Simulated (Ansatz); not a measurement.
Response to strain in GaN

Take GaN in the wurtzite structure (space group P6_3mc, No. 186; a = 3.218 Å, c = 5.243 Å) as the base. Axes: x lies along a and z along c of the hexagonal cell.

Strains are applied to the cell and any free atomic positions relax; under biaxial strain the out-of-plane vector relaxes too.

Level of theory: Kohn–Sham DFT with the PBE functional, run in Ansatz (an electronic-structure program) with PAW and 420 eV plane waves, without spin-orbit coupling.

Notes on the quantities. pressure: mean of the normal stresses, compression positive.

| change | band gap | out-of-plane strain | pressure |
|---|---|---|---|
| base | 1.71 eV | – | 0.00 GPa |
| biaxial strain −3.00 %, plane normal [001], relaxed out of plane | 1.80 eV | +1.38 % | 8.98 GPa |
| biaxial strain −2.40 %, plane normal [001], relaxed out of plane | 1.79 eV | +1.10 % | 7.03 GPa |
| biaxial strain −1.80 %, plane normal [001], relaxed out of plane | 1.78 eV | +0.82 % | 5.16 GPa |
| biaxial strain −1.20 %, plane normal [001], relaxed out of plane | 1.76 eV | +0.54 % | 3.36 GPa |
| biaxial strain −0.60 %, plane normal [001], relaxed out of plane | ___ | ___ | ___ |

Question: What belongs in the blanks?

Answer: 
- biaxial strain −0.60 %, plane normal [001], relaxed out of plane, band gap: 1.74 eV
- biaxial strain −0.60 %, plane normal [001], relaxed out of plane, out-of-plane strain: +0.27 %
- biaxial strain −0.60 %, plane normal [001], relaxed out of plane, pressure: 1.65 GPa

Whether these cells are dynamically stable was not tested.
